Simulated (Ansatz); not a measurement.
Ansatz (a program for electronic structure) run on GeSe (Fm-3m, 2 atoms in the cell): self-consistent single point

Computed with LDA (PW92), default PAW files made with PBE (plane waves; Ansatz).

This input was run:

Ansatz 0.2 input:
```yaml
# GeSe
crystal:
  lattice:
    - [0.00000000, 2.81688000, 2.81688000]
    - [2.81688000, 0.00000000, 2.81688000]
    - [2.81688000, 2.81688000, 0.00000000]
  atoms:
    - { symbol: Ge, position: [0.00000000, 0.00000000, 0.00000000] }
    - { symbol: Se, position: [0.50000000, 0.50000000, 0.50000000] }
basis:
  ecutwfc: 420.0
kpoints:
  mp_grid:
    grid: [8, 8, 8]
hamiltonian:
  xc: lda
  pseudopotentials:
    kind: paw
scf:
  occupations:
    method: fermi_dirac
    width: 0.1
output:
  forces: true
  eigenvalues: true
  stress: true
```

Output, abridged:

```
WARN ansatz: RAYON_NUM_THREADS=1 ignored (pool sized by the plan → 1); use --threads N
Pseudopotentials: kind: paw
Pseudopotential: Ge, paw, valence charge 14
Pseudopotential: Se, paw, valence charge 16
Crystal: 2 atoms, lattice volume = 44.703 Å³
Basis set: ecut = 420 eV, 893 PW (Γ)
Bands: 19, of which v1, the nominal top of the filled ones, is band 15 counted from 1 (14 counted from 0)
Symmetry: 48 space group operations
Space group: Fm-3m (ITA 225), of the structure as read, at distance tolerance 3.5e-5 Å
k-points: 29 of 512
PAW frozen core: Ge, regenerated for the run's functional, and the local potential with it
PAW frozen core: Se, regenerated for the run's functional, and the local potential with it
Initial density: superposition of atomic densities (neutral atoms: chi_scale 0, normalization atom), corrected by the library's trained network
Initial wavefunctions: pseudopotential atomic-orbital guess
Eigensolver: davidson
Functional: x = slater, c = lda
SCF iter   1: F=—  HF=-9599.420294 eV  |F-HF|=—  |Δ(HF+E_count)|=         —  Δρ=4.81e-3  dr2=4.79e-3  ethr=1.77e-3  ⟨swp⟩=5.3  Hψ=2431  notcnv=0
all-band conjugate gradients solve this SCF's bands
preconditioner: auto → Kerker (q_TF=auto, 2.553 Å⁻¹)
SCF iter   2: F=—  HF=-9599.418261 eV  |F-HF|=—  |Δ(HF+E_count)|=   2.03e-3  Δρ=2.51e-3  dr2=1.63e-3  ethr=1.60e-5  ⟨swp⟩=2.0  Hψ=967  notcnv=0
SCF iter   3: F=—  HF=-9599.417722 eV  |F-HF|=—  |Δ(HF+E_count)|=   5.39e-4  Δρ=7.24e-4  dr2=1.66e-4  ethr=5.43e-6  ⟨swp⟩=2.9  Hψ=1024  notcnv=0
SCF iter   4: F=—  HF=-9599.417607 eV  |F-HF|=—  |Δ(HF+E_count)|=   1.14e-4  Δρ=2.27e-4  dr2=2.67e-5  ethr=5.53e-7  ⟨swp⟩=2.1  Hψ=883  notcnv=0
SCF iter   5: F=—  HF=-9599.417591 eV  |F-HF|=—  |Δ(HF+E_count)|=   1.58e-5  Δρ=4.54e-5  dr2=9.38e-7  ethr=8.90e-8  ⟨swp⟩=2.3  Hψ=754  notcnv=0
SCF iter   6: F=—  HF=-9599.417591 eV  |F-HF|=—  |Δ(HF+E_count)|=   2.66e-7  Δρ=2.07e-5  dr2=1.75e-7  ethr=3.13e-9  ⟨swp⟩=2.0  Hψ=987  notcnv=0
SCF iter   7: F=-9599.417591 eV  HF=-9599.417591 eV  |F-HF|=5.72e-8  |Δ(HF+E_count)|=   2.29e-8  Δρ=6.94e-6  dr2=3.21e-8  ethr=3.33e-10  ⟨swp⟩=4.5  Hψ=2138  notcnv=0
SCF 1 converged in 7 iterations: F = -9599.417591 eV  dr2 = 3.21e-8
SCF converged after 7 iterations
Free energy (F): -9599.417591 eV
Harris-Foulkes:  -9599.417591 eV  (|F-HF|=5.72e-8)
Internal energy: -9599.414344 eV  (E = F + TS)
E sigma→0 (E₀):  -9599.415968 eV
Entropy (-TS):   -0.003247 eV (-1.624 meV/atom)
Fermi energy:    9.242741 eV
--- Per-component energies (eV) ---
  E_band       = -519.602053
  E_kinetic    = 228.159405
  E_local      = -4572.154612  (includes V_loc(G=0)·N_el)
  E_nonlocal   = -172.748365
  E_hartree    = 2126.532673
  E_xc         = -178.535792
  E_vxc        = -163.074112  (∫ρ·V_xc dr)
  E_paw        = -3762.455759  (= ΣΔE_a)
  E_vpaw       = -92.837184  (= ΣTr[D̂ρ^β])
  E_aug_tail   = -0.000167  (compensation charges beyond the density's cutoff)
  E_ewald      = -3272.337416
  E_core_change = 4.125688  (= ΣΔE_core)
  E_smearing   = -0.003247  (= −TS)
  E_closure    = 0.000000  (closes the sum)
  Σ components = -9599.417591   (vs F -9599.417591, Δ=0.00e0)
--- Forces (eV/Å), atoms counted from 1 ---
  atom   1  Ge     0.00000000    -0.00000000    -0.00000000
  atom   2  Se     0.00000000    -0.00000000    -0.00000000
  max |Σ_I F_I| component: 1.95e-29 eV/Å
--- Stress (GPa, compression-positive) ---
       -3.893487      -0.000000       0.000000
       -0.000000      -3.893487       0.000000
       -0.000000       0.000000      -3.893487
  P = ⅓ Tr σ = -3.8935 GPa (-38.935 kbar)
  The stress holds the Pulay correction. Without it, at fixed plane waves, as pw.x and ABINIT print it: P = -3.9213 GPa
--- Band table (eV; the first three rows and the last of 29) ---
  k-point 0: bands = ["-38.9612", "-38.9612", "-38.9592", "-38.9592", "-38.9592", "-16.0018", "-16.0018", "-15.9983", "-15.9983", "-15.9983", "-5.6445", "3.5550", "6.9510", "6.9510", "6.9510", "13.1999", "13.1999", "13.1999", "15.2415"]
  k-point 1: bands = ["-38.9612", "-38.9612", "-38.9592", "-38.9592", "-38.9592", "-16.0021", "-16.0021", "-15.9982", "-15.9977", "-15.9977", "-5.4928", "2.8675", "6.9614", "6.9614", "7.3829", "12.4350", "12.4350", "12.4470", "15.2179"]
  k-point 2: bands = ["-38.9612", "-38.9612", "-38.9592", "-38.9591", "-38.9591", "-16.0031", "-16.0031", "-15.9978", "-15.9962", "-15.9962", "-5.0687", "1.5195", "7.0163", "7.0163", "8.0553", "11.1734", "11.1819", "11.1819", "15.7072"]
  k-point 28: bands = ["-38.9613", "-38.9611", "-38.9591", "-38.9591", "-38.9588", "-16.0085", "-16.0015", "-15.9962", "-15.9962", "-15.9916", "-3.7934", "0.8248", "3.7917", "3.7917", "8.2850", "10.2807", "14.6668", "14.6668", "16.3692"]
```

The run converged in 7 iterations.

The starting cell comes from a database of computed structures (which also holds hypothetical and non-ambient phases and stackings), without a prior relaxation at this level. Its lattice was rescaled by up to half a per cent. With a pressure of about -4 GPa the cell is away from its equilibrium volume at this level. Ansatz's pressure includes its estimate of the finite-basis (Pulay) stress. A gap is left out here, as mesh or smearing make it unsure.
